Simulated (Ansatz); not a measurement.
# A computed series for CdS: response to strain

Take CdS in the wurtzite structure (space group P6_3mc, No. 186) as the base.

```yaml
crystal:
  lattice:
    - [4.19625, 0.00000, 0.00000]
    - [-2.09812, 3.63406, 0.00000]
    - [0.00000, 0.00000, 6.82952]
  atoms:
    - { symbol: Cd, position: [0.66667, 0.33333, 0.49977] }
    - { symbol: Cd, position: [0.33333, 0.66667, 0.99977] }
    - { symbol: S, position: [0.66667, 0.33333, 0.12323] }
    - { symbol: S, position: [0.33333, 0.66667, 0.62323] }
```

Cartesian axes are those of the cell as printed.

Strains are applied to the cell and any free atomic positions relax.

All numbers come from PBE (Ansatz, an electronic-structure program; PAW; 420 eV plane waves; no spin-orbit coupling).

Notes on the quantities. energy relative to the base: free energy F.

| uniaxial strain ε_zz (%) | energy relative to the base (meV/atom) |
|---|---|
| 0 | 0.0 |
| 0.6 | 0.3 |
| 1.2 | 1.0 |
| 1.8 | 2.3 |
| 2.4 | ? |
| 3 | 6.2 |

### Question
Fit ΔE = Aε² + Bε³ (ε in %) to the rows shown and predict the withheld row.

### Answer
Least squares on the printed values gives A = 0.733 and B = -0.015 meV/atom (largest residual 0.0 meV/atom); this predicts 4.0 meV/atom, and the run gives 4.0 meV/atom, in agreement.

Whether these cells are dynamically stable was not tested.
